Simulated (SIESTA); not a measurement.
Band structure of AgNO₃ (R3m, 5 atoms in the cell).

```
AgNO3
1.0
    2.52771     1.45938     2.80851
   -2.52771     1.45938     2.80851
    0.00000    -2.91875     2.80851
Ag N O
1 1 3
Cartesian
  0.00000   0.00000   8.40900
  0.00000   0.00000   4.83717
  0.00000  -1.23931   4.85655
  1.07328   0.61966   4.85655
 -1.07328   0.61966   4.85655
```

Method: GGA PBEsol, numerical atomic orbitals DZP, PseudoDojo PBEsol standard norm-conserving potentials (rewritten from UPF to PSML) (SIESTA).

Settings: XC.functional = GGA; XC.authors = PBEsol; potentials = PseudoDojo PBEsol standard; PAO.BasisSize = DZP; PAO.EnergyShift = 0.01 Ry; MeshCutoff = 350 Ry; kgrid.MonkhorstPack = 6 6 6; OccupationFunction = FD; ElectronicTemperature = 10 meV; MaxSCFIterations = 150; SCF.Mixer.Method = Broyden; SCF.Mixer.Weight = 0.1; SCF.Mixer.History = 6; SCF.DM.Tolerance = 1.0E-04.

The starting cell comes from a database of computed structures (which also holds hypothetical and non-ambient phases and stackings), without a prior relaxation at this level. Its lattice was rescaled by a random factor within 2.5 % of one. Values carry the incompleteness of an atom-centred basis.

**Question.** Predict the gap along the standard path and the places of the band edges.

**Answer.** The gap along the path is 1.48 eV, from L to Z; the smallest direct gap on it is 2.10 eV.

Levels in eV from the top of the valence band on the path, bands 18 to 22:
| point | 18 | 19 | 20 | 21 | 22 |
|---|---|---|---|---|---|
| Γ | -1.38 | -0.81 | -0.74 | -0.74 | 2.19 |
| L | -1.35 | -1.19 | -0.67 | 0.00 | 3.07 |
| B1 | -1.26 | -1.10 | -0.81 | -0.36 | 2.21 |
| B | -1.26 | -1.10 | -0.81 | -0.36 | 2.21 |
| Z | -1.15 | -0.78 | -0.78 | -0.62 | 1.48 |
| X | -1.34 | -1.12 | -0.90 | -0.28 | 3.01 |
| Q | -1.34 | -1.12 | -0.90 | -0.28 | 3.01 |
| F | -1.34 | -1.09 | -1.02 | -0.25 | 2.95 |
| P1 | -1.23 | -1.06 | -0.83 | -0.38 | 2.06 |
| P | -1.23 | -1.06 | -0.83 | -0.38 | 2.06 |

Higher empty bands are left out: an atom-centred basis made for the valence describes them poorly.
